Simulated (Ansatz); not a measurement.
The starting structures come from a database of crystals and need not be the phases stable at ambient conditions.

 Where the default PAW files enter, the runs use the earlier of Ansatz's two default sets.

By LDA and PBEsol, the system below comes out a metal.

Here is the system:

```xyz
1
Lattice="3.4531 0.0000 0.0000 0.0000 3.5511 0.0000 1.7265 1.7755 2.3383" Properties=species:S:1:pos:R:3 pbc="T T T"
Sn     0.0000     0.0000     0.0000
```

Space group of this cell: Immm. The cell is taken as given; by PBEsol its mean pressure is -3.6 GPa.

The current runs along the normal of the first two printed vectors. All runs by Ansatz (a quantum-chemistry and plane-wave program), plane waves and PAW, without spin-orbit coupling; the base is PBEsol.

```json
[
 {"run": "base", "mean pressure (GPa)": "-3.6", "G/A, both spins (10¹⁵ S/m²)": "1.15"},
 {"run": "all lengths scaled by 0.98", "mean pressure (GPa)": "-1.0", "G/A, both spins (10¹⁵ S/m²)": "1.23"},
 {"run": "all lengths scaled by 1.02", "mean pressure (GPa)": "-5.5", "G/A, both spins (10¹⁵ S/m²)": "[?]"},
 {"run": "lda in place of pbesol", "mean pressure (GPa)": "-4.8", "G/A, both spins (10¹⁵ S/m²)": "[?]"},
 {"run": "lengths across the current scaled by 0.98, ions clamped", "mean pressure (GPa)": "-1.9", "G/A, both spins (10¹⁵ S/m²)": "1.21"},
 {"run": "lengths across the current scaled by 1.02, ions clamped", "mean pressure (GPa)": "-5.0", "G/A, both spins (10¹⁵ S/m²)": "1.11"},
 {"run": "lengths along the current scaled by 0.97, ions clamped", "mean pressure (GPa)": "-2.4", "G/A, both spins (10¹⁵ S/m²)": "[?]"},
 {"run": "lengths along the current scaled by 1.03, ions clamped", "mean pressure (GPa)": "-4.6", "G/A, both spins (10¹⁵ S/m²)": "1.10"}
]
```

### Question
What belongs in the gaps?

### Answer

- all lengths scaled by 1.02, G/A, both spins (10¹⁵ S/m²): 1.09
- lda in place of pbesol, G/A, both spins (10¹⁵ S/m²): 1.14
- lengths along the current scaled by 0.97, ions clamped, G/A, both spins (10¹⁵ S/m²): 1.18
